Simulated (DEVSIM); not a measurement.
System: abrupt Si p-n junction, at 300 K.

```tsv
layer (left to right)	material	thickness (μm)	Nd (cm⁻³)	Na (cm⁻³)	τn (s)	τp (s)
1	Si	8.60	-	6.5e18	5.7e-7	5.7e-7
2	Si	270	2.3e15	-	5.7e-7	5.7e-7
```

Left contact: ohmic. Right contact: ohmic. Voltage is applied to the left contact. Recombination: SRH at mid-gap, radiative, Auger. Mobility is μmin + (μ − μmin)/(1 + (N/Nref)^α).

The device is made up for the run: typed textbook-type constants, with dimensions and the other settings drawn at random. Values at 300 K; Nc and Nv go as T^1.5, mobilities as T to minus their exponent, the gap by Varshni's rule with the affinity fixed.

| parameter | Si |
|---|---|
| gap (eV) | 1.124 |
| affinity (eV) | 4.05 |
| permittivity | 11.7 |
| Nc (cm⁻³) | 2.86e19 |
| Nv (cm⁻³) | 3.1e19 |
| μn (cm²/Vs) | 1417 |
| μp (cm²/Vs) | 470 |
| μn,min | 52 |
| μp,min | 45 |
| Nref,n | 9.7e16 |
| Nref,p | 2.2e17 |
| αn | 0.68 |
| αp | 0.72 |
| T exponent of μn | 2.3 |
| T exponent of μp | 2.2 |
| B (cm³/s) | 4.7e-15 |
| Cn (cm⁶/s) | 2.8e-31 |
| Cp (cm⁶/s) | 9.9e-32 |
| Varshni α (eV/K) | 0.000473 |
| Varshni β (K) | 636 |

Model (solved in DEVSIM): 1D drift-diffusion, Boltzmann statistics, complete ionisation; no tunnelling, impact ionisation, image-force lowering or self-heating.

The temperature was swept, all else fixed.

```tsv
temperature (K)	potential step across the device at zero bias (V)	largest field in the device at zero bias (V/cm)	dark forward voltage at 1 A/cm² (V)
250	0.911	130000	0.768
300	0.840	140000	0.682
350	0.765	150000	0.595
400	0.688	160000	0.513
450	0.608	170000	0.433
500	0.526	180000	[?]
```

**Question.** What belongs in the gaps?

**Answer.** 
- 500, dark forward voltage at 1 A/cm² (V): 0.354
